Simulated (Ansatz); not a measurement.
**TaN under a change: biaxial strain +2.33 %, plane normal [001], relaxed out of plane**

The parent structure is TaN (space group P6/mmm, No. 191; a = 5.2017 Å, c = 2.9061 Å). Axes: x lies along a and z along c of the hexagonal cell.

The change: tensile biaxial strain of 2.33 % in the plane normal to [001], as in epitaxy on a mismatched substrate; the out-of-plane cell vector and the atoms relax.

Method: PBEsol, PAW, 420 eV (Ansatz, an electronic-structure program; no SOC). Settings: 10×10×16 k-points, 0.05 eV Fermi–Dirac smearing.

| quantity | base | changed | shift |
|---|---|---|---|
| volume per atom | 11.35 Å³ | 11.74 Å³ | +0.39 Å³ |
| space group | P6/mmm (No. 191) | P6/mmm (No. 191) | – |
| shortest interatomic distance | 3.949 bohr | 3.974 bohr | +0.025 bohr |
| pressure (mean of the normal stresses, compression positive) | 0.0 GPa | -7.3 GPa | -7.3 GPa |
| band gap | zero | zero | – |
| out-of-plane strain (rough) | – | -1.20 % | – |
| mean in-plane stress (compression positive) (rough) | – | -10.9 GPa | – |

Without a gap, meshes like the base's 10×10×16 leave anisotropic stresses uncertain by several tenths of a GPa, and small strain energies with them. Stability against distortions was not tested. The final runs are not spin-polarised. This is not the structure that TaN has at room temperature and ambient pressure.
